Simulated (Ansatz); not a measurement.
# NbTe (model structure, started from the WC type, P-6m2, No. 187, 2 atoms in the cell)

The numbers are results of LDA in Ansatz (PAW), not measurements.

Settings: plane-wave cutoff 520 eV, 18×18×16 k mesh (along the axes of the cell as run), Fermi–Dirac smearing 0.05 eV, no spin polarisation, scalar-relativistic PAW data made under PBE.

Cell (relaxed at this level):

```
CELL_PARAMETERS angstrom
      3.61359     0.00000     0.00000
     -1.80680     3.12946     0.00000
      0.00000     0.00000     3.64511
ATOMIC_POSITIONS crystal
  Nb 0.00000 0.00000 0.00000
  Te 0.66667 0.33333 0.50000
```

```yaml
bulk_modulus: 135 GPa
```

Note: the run has no spin polarisation, so it can have missed a magnetic state; the bulk modulus is −V dP/dV from two relaxed cells at ±2 % in volume; the relaxation could raise the start's symmetry but not lower it, so the cell can be a saddle point.

Spin–orbit coupling is not included; it can open a gap where bands touch, and shift volumes and moduli.

The computed numbers hold no vibrational or temperature effects.

A model structure was made by putting elements into a prototype or built by hand; it is no filed structure, need not be a known phase, and can be a saddle point held by its symmetry.

Ansatz is a program for electronic structure.
